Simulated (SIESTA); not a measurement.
A working SIESTA input for MnSi (P2_13, 8 atoms in the cell) (DFT, GGA PBE, numerical atomic orbitals DZP, PseudoDojo PBE standard norm-conserving potentials (rewritten from UPF to PSML)):

```
# files in the folder: Mn.psml Si.psml (PseudoDojo PBE standard)
SystemName  MnSi
SystemLabel siesta

NumberOfAtoms                8
NumberOfSpecies              2
%block ChemicalSpeciesLabel
  1 25 Mn
  2 14 Si
%endblock ChemicalSpeciesLabel
LatticeConstant              1.0 Ang
%block LatticeVectors
     4.439408000    0.000000000    0.000000000
     0.000000000    4.439408000    0.000000000
     0.000000000    0.000000000    4.439408000
%endblock LatticeVectors
AtomicCoordinatesFormat      ScaledCartesian
%block AtomicCoordinatesAndAtomicSpecies
     1.613902384    0.605801616    3.833606384  1
     0.605801616    3.833606384    1.613902384  1
     3.833606384    1.613902384    0.605801616  1
     2.825505616    2.825505616    2.825505616  1
     2.904349502    3.754762498    0.684645502  2
     3.754762498    0.684645502    2.904349502  2
     0.684645502    2.904349502    3.754762498  2
     1.535058498    1.535058498    1.535058498  2
%endblock AtomicCoordinatesAndAtomicSpecies

XC.functional                GGA
XC.authors                   PBE
PAO.BasisSize                DZP
PAO.EnergyShift              0.01 Ry
MeshCutoff                   300 Ry
%block kgrid.MonkhorstPack
    5   0   0  0.0
    0   5   0  0.0
    0   0   5  0.0
%endblock kgrid.MonkhorstPack
OccupationFunction           MP
OccupationMPOrder            1
ElectronicTemperature        0.272 eV
Spin                         polarized
%block DM.InitSpin
  1 +4.00
  2 +4.00
  3 +4.00
  4 +4.00
  5 +0.00
  6 +0.00
  7 +0.00
  8 +0.00
%endblock DM.InitSpin

MaxSCFIterations             150
SCF.Mixer.Method             Pulay
SCF.Mixer.Weight             0.1
SCF.Mixer.History            8
SCF.DM.Tolerance             1.0E-05
Diag.ParallelOverK           true
WriteForces                  true
Charge.Mulliken              end
```

The run converged in 33 iterations: free energy E − TS -12315.1034 eV; Fermi level (on the code's own zero) -5.03 eV; pressure 10.07 GPa; largest force (vector length) 0.273 eV/Å; size of the cell's spin moment 3.75 μB; site moments (μB, in the program's spheres or projections) Mn 1.07, Mn 1.07, Mn 1.07, Mn 1.07, Si -0.13, Si -0.13, Si -0.13, Si -0.13. Each of these slips is then made, one at a time:

(1)
```diff
-    5   0   0  0.0
-    0   5   0  0.0
-    0   0   5  0.0
+    1   0   0  0.0
+    0   1   0  0.0
+    0   0   1  0.0
```

(2)
```diff
-SCF.DM.Tolerance             1.0E-05
+SCF.DM.Tolerance             1.0E-01
+SCF.H.Tolerance              1.0 eV
```

Q: Predict the outcome of each change.

A: 
(1) A single k-point for a small metallic cell. The run converged in 14 iterations without an error; against the sound input the free energy goes up by 125 meV/atom, the pressure goes from 10.07 to 15.69 GPa, the largest force goes from 0.273 to 0.203 eV/Å and the size of the net moment goes from 0.47 to 0.75 μB/atom.

(2) A convergence threshold that is too loose. The run converged in 5 iterations without an error; against the sound input the free energy goes up by 70.5 meV/atom, the pressure goes from 10.07 to 18.78 GPa, the largest force goes from 0.273 to 0.684 eV/Å and the size of the net moment goes from 0.47 to 0.89 μB/atom.

The starting cell comes from a database of computed structures (which also holds hypothetical and non-ambient phases and stackings), without a prior relaxation at this level. Its lattice was rescaled by a random factor within 2.5 % of one. The magnetic order is the one reached from the typed start; others were not searched systematically. Values carry the incompleteness of an atom-centred basis. In the base run, with a pressure of about 10 GPa the cell is away from its equilibrium volume at this level.

Left out of this page: 3 runs of the series outside the window shown, repeating another row's setting, or not comparable.
